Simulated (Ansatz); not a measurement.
The parent structure is SiC in the zinc blende structure (space group F-43m, No. 216; a = 4.357 Å). Axes: x, y, z lie along the cube axes.

Level of theory: Ansatz (a program for electronic structure) r2SCAN, no SOC, earlier PAW set.

Before the change:

| Item | Result |
|---|---|
| Electron mass | 0.64 mₑ along k, 0.23 mₑ across (at X) |
| Valence-band top at Γ | 0.00, 0.00, 0.00 eV |
| Band gap | 1.71 eV |

The change: biaxial strain +1.50 %, plane normal [110], relaxed out of plane (Cartesian); in-plane vectors clamped, the third vector and the atoms free.

Question: What does the calculation give for the ratio −ε⊥/ε∥, electron mass, valence-band top at Γ and band gap after the change?

Answer: The ratio −ε⊥/ε∥ is 0.25; the electron mass changes from 0.64 mₑ along k, 0.23 mₑ across (at X) to 0.65 mₑ along k, 0.23 mₑ across (at T); the valence-band top at Γ (three highest levels, from the VBM) becomes 0.00, -0.16, -0.17 eV (base: 0.00, 0.00, 0.00 eV); the band gap shrinks by 0.12 eV (1.71 eV → 1.59 eV).

A biaxial case was relaxed in a doubled cell and then solved in the primitive one. Masses are band curvatures over ±0.01 Å⁻¹ around the edge. Along k means along the line from Γ to the band edge. Whether these cells are dynamically stable was not tested.
